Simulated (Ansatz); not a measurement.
NbRh3 (Pm-3m, No. 221, 4 atoms in the cell; start mp-2449), treated with LDA in Ansatz (plane waves, PAW).

Numerical settings: plane-wave cutoff 520 eV, 14×14×14 k mesh, Fermi–Dirac smearing 0.05 eV, no spin polarisation, scalar-relativistic PAW data made under PBE.

Cell (relaxed at this level):

```yaml
crystal:
  lattice:
    - [3.81993, 0.00000, 0.00000]
    - [0.00000, 3.81993, 0.00000]
    - [0.00000, 0.00000, 3.81993]
  atoms:
    - { symbol: Nb, position: [0.00000, 0.00000, 0.00000] }
    - { symbol: Rh, position: [0.00000, 0.50000, 0.50000] }
    - { symbol: Rh, position: [0.50000, 0.00000, 0.50000] }
    - { symbol: Rh, position: [0.50000, 0.50000, 0.00000] }
```

Question: Estimate the bulk modulus that the calculation returns.

Answer: 
bulk modulus: 301 GPa

Note: the run has no spin polarisation, so it can have missed a magnetic state; the bulk modulus is −V dP/dV from two relaxed cells at ±2 % in volume; the relaxation could not lower the start's symmetry, so the cell can be a saddle point above a distorted one.

Computed values are for the static lattice.

A start named mp-… is a Materials Project structure, which need not be a measured phase.

Ansatz is a quantum-chemistry and plane-wave program.
